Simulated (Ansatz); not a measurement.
The reference is Sb in the A7 type structure (space group R-3m, No. 166; layered).

```xyz
2
Lattice="2.1640 1.2494 3.7814 -2.1640 1.2494 3.7814 0.0000 -2.4987 3.7814" Properties=species:S:1:pos:R:3 pbc="T T T"
Sb     0.0000     0.0000     2.6459
Sb     0.0000     0.0000     8.6984
```

All numbers come from plane-wave PAW DFT at the r2SCAN+rVV10 level (Ansatz, an electronic-structure program, 500 eV), no spin-orbit coupling.

Base values:

* **In-plane lattice parameter a**: 4.328 Å
* **Shortest interatomic distance**: 2.920 Å

Now apply this change: a free-standing slab of 4 layers (8 atoms, 2 a layer) is cut normal to the stacking axis, with 15 Å of vacuum and the in-plane cell relaxed.

Problem. What does the calculation give for the excess energy per area of both faces, in-plane lattice parameter a, thickness between the outermost nuclei and shortest interatomic distance after the change?

Solution. The excess energy per area of both faces (slab less bulk energy over the cell's area: twice a surface energy) amounts to 0.6 J/m² (uncertain by up to 0.08 J/m²); the in-plane lattice parameter a falls by 0.070 Å, from 4.328 Å to 4.258 Å; the thickness between the outermost nuclei is 13.21 Å; the shortest interatomic distance drops by 0.024 Å, from 2.920 Å to 2.896 Å.

The excess energy carries the mismatch between the slab's and the bulk's meshes. Whether these cells are dynamically stable was not tested.
